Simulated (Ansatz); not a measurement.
## Quick settings and what they miss: AlN (F-43m, 2 atoms in the cell)

Self-consistent single point.

```xyz
2
Lattice="0.0000 2.2353 2.2353 2.2353 0.0000 2.2353 2.2353 2.2353 0.0000" Properties=species:S:1:pos:R:3 pbc="T T T"
Al     0.0000     0.0000     0.0000
N      3.3530     3.3530     3.3530
```

Method of the run: LDA (PW92), PAW files made with PBE (plane waves; Ansatz, a first-principles code).

Base settings: basis.ecutwfc = 420 eV; kpoints.mp_grid.grid = 13 13 13; hamiltonian.xc = lda; hamiltonian.pseudopotentials = {kind: paw} (an earlier, softer set of the program's PAW files); scf.occupations.method = fixed.

Tight run (finer mesh or higher cutoff; not a proven limit): basis.ecutwfc: 420 eV → 590 eV; kpoints.mp_grid.grid: 13 13 13 → 18 18 18; scf.convergence.dr2_threshold: default (1e-07 eV) → 1e-09 eV. It gave top of the valence band (on the code's own zero) 5.96 eV; gap on the k-point mesh 3.21 eV; pressure -15.53 GPa.

Quick runs, as changes from the base:
- A: the base itself
- B: basis.ecutwfc: 420 eV → 210 eV; kpoints.mp_grid.grid: 13 13 13 → 4 4 4; scf.occupations.method: fixed → gaussian; scf.occupations.width: default → 0.136 eV
- C: basis.ecutwfc: 420 eV → 250 eV; kpoints.mp_grid.grid: 13 13 13 → 6 6 6; scf.convergence.dr2_threshold: default (1e-07 eV) → 0.0001 eV
- D: basis.ecutwfc: 420 eV → 210 eV; kpoints.mp_grid.grid: 13 13 13 → 2 2 2; scf.occupations.method: fixed → methfessel_paxton; scf.occupations.width: default → 0.5 eV
- E: basis.ecutwfc: 420 eV → 295 eV; kpoints.mp_grid.grid: 13 13 13 → 8 8 8; scf.occupations.method: fixed → gaussian; scf.occupations.width: default → 0.136 eV
- F: basis.ecutwfc: 420 eV → 250 eV; kpoints.mp_grid.grid: 13 13 13 → 1 1 1
- G: kpoints.mp_grid.grid: 13 13 13 → 4 4 4; hamiltonian.xc: lda → b3lyp [B3LYP]
- H: kpoints.mp_grid.grid: 13 13 13 → 3 3 3; hamiltonian.xc: lda → hse06 [HSE06]

Dashes: energy of G, H, another energy zero; count of G, H, another kind of functional, whose work the count does not hold.

Gaps are read on each run's own mesh, which may miss the band edges.

† marks runs with another functional, U, potentials or spin treatment: their distance from the tight run is not a convergence error alone.

The count of work is k-points × plane waves × bands × iterations; it is no time. 

Pressures in the table are Ansatz's without its Pulay estimate, at a fixed set of plane waves; the tight run's value above holds the estimate.

The starting cell comes from a database of computed structures (which also holds hypothetical and non-ambient phases and stackings), without a prior relaxation at this level. Its lattice was rescaled by a random factor within 2.5 % of one. In the base run, with a pressure of about -16 GPa the cell is away from its equilibrium volume at this level.

```tsv
run	energy less tight (meV/atom)	pressure less tight (GPa)	gap on the mesh less tight (eV)	count of work / tight
A	2.0	-0.34	0.081	0.18
B	1301.7	-54.97	0.086	0.0072
C	461.0	-26.98	-0.114	0.013
D	1989.7	-51.87	-0.465	0.0031
E	134.1	-10.62	-0.015	0.040
F	6558.2	-24.69	-0.808	0.0011
G†	–	4.68	1.975	–
H†	–	2.37	1.742	–
```

Among the runs at the tight run's level, the energy misses run from 2.0 to 6558.2 meV/atom.

Keys are those of Ansatz 0.2.
